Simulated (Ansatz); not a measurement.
We consider GeSb2Te4 (R3m, No. 160, 7 atoms in the cell; start mp-1224350), described by PBEsol (Ansatz, a program for electronic structure, plane waves, PAW).

Numerical settings: plane-wave cutoff 520 eV, 10×10×10 k mesh, Fermi–Dirac smearing 0.01 eV, scalar-relativistic PAW data made under PBE.

Cell (relaxed at this level):

```xyz
7
Lattice="2.1171 1.2223 13.4734 -2.1171 1.2223 13.4734 0.0000 -2.4446 13.4734" Properties=species:S:1:pos:R:3 pbc="T T T"
Ge     0.0000     0.0000    17.3617
Sb     0.0000     0.0000    23.1104
Sb     0.0000     0.0000     0.1241
Te     0.0000     0.0000     5.3033
Te     0.0000     0.0000    34.8753
Te     0.0000     0.0000    11.6641
Te     0.0000     0.0000    28.8234
```

### Question
Give the computed band gap, smallest direct gap on the k points sampled and Γ–Γ gap.

### Answer

* **band gap**: 0.21 eV
* **smallest direct gap on the k points sampled**: 0.25 eV
* **Γ–Γ gap**: 0.54 eV

Spin–orbit coupling is not included; it can close the smallest gap of 0.21 eV.

It cost around 6 core-minutes (rough) of CPU time.

A start named mp-… is a Materials Project structure, which need not be a measured phase.
